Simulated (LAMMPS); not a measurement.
MD from the melt across the composition of Al (fcc) with a share x of Al sites Cu; each row has its own temperature.

All values are model results, not measurements: classical MD, pair style eam/alloy, file AlCu.eam.alloy (LAMMPS).

| x | volume | state | enthalpy | self-diffusion coefficient of Al (not corrected for cell size) | T (K) |
|---|---|---|---|---|---|
| 0.1 | 18.448 ± 0.001 Å³/atom | liquid | -3.0563 ± 0.0002 eV/atom | (5.33 ± 0.06) × 10^-5 cm²/s | 930 |
| 0.25 | 17.283 ± 0.001 Å³/atom | liquid | -3.1454 ± 0.0002 eV/atom | (4.5 ± 0.1) × 10^-5 cm²/s | 990 |
| 0.5 | 15.704 ± 0.003 Å³/atom | liquid | -3.2278 ± 0.0004 eV/atom | (3.43 ± 0.07) × 10^-5 cm²/s | 1090 |
| 0.75 | 14.512 ± 0.001 Å³/atom | liquid | -3.1993 ± 0.0002 eV/atom | (3.09 ± 0.08) × 10^-5 cm²/s | 1190 |
| 0.9 | 13.965 ± 0.002 Å³/atom | liquid | -3.1180 ± 0.0003 eV/atom | (3.3 ± 0.1) × 10^-5 cm²/s | 1250 |

Caution: a run this short can hold a crystal over, or a liquid under, the potential's own melting point, which these runs don't give.

States go by the mean squared displacement: a species diffuses where it passes 1.5 Å², still rises and gives D over 1e-6 cm²/s; a crystal has left its structure where atoms lie 0.35 Å off their sites on average or a cubic box changes its shape by 3 %, or the axial ratios of another lie 8 % off the starting cell's, which the potential's own relaxation can also do.

Errors of D are the spread over four groups of atoms in one short run; a floor of about 5 %, a picked value, is safer.

Uncertainties are statistical and leave out the potential's own error.
